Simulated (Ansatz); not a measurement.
# Rh: response to strain

The reference is Rh in the fcc (Cu type) structure (space group Fm-3m, No. 225; a = 3.8015 Å; relaxed with 0.1 eV smearing). Axes: x, y, z lie along the cube axes.

Strains are applied to the cell and any free atomic positions relax; under biaxial strain the out-of-plane vector relaxes too.

Level of theory: plane-wave PAW DFT at the r2SCAN level (Ansatz, a first-principles code, 500 eV), no SOC.

Notes on the quantities. energy relative to the base: free energy F.

```json
[
 {"biaxial strain, plane normal [111], relaxed out of plane (%)": "-2.5", "energy relative to the base (meV/atom)": "35.8"},
 {"biaxial strain, plane normal [111], relaxed out of plane (%)": "-2.08", "energy relative to the base (meV/atom)": "24.4"},
 {"biaxial strain, plane normal [111], relaxed out of plane (%)": "-1.67", "energy relative to the base (meV/atom)": "15.5"},
 {"biaxial strain, plane normal [111], relaxed out of plane (%)": "-1.25", "energy relative to the base (meV/atom)": "8.5"},
 {"biaxial strain, plane normal [111], relaxed out of plane (%)": "-0.83", "energy relative to the base (meV/atom)": "3.7"},
 {"biaxial strain, plane normal [111], relaxed out of plane (%)": "-0.42", "energy relative to the base (meV/atom)": "?"},
 {"biaxial strain, plane normal [111], relaxed out of plane (%)": "0", "energy relative to the base (meV/atom)": "0.0"}
]
```

Q: Fit ΔE = Aε² + Bε³ (ε in %) to the rows shown and predict the withheld row.

A: Least squares on the printed values gives A = 5.19 and B = -0.22 meV/atom (largest residual 0.0 meV/atom); this predicts 0.9 meV/atom, and the run gives 0.9 meV/atom, in agreement.

Whether these cells are dynamically stable was not tested. All final runs are without spin polarisation.
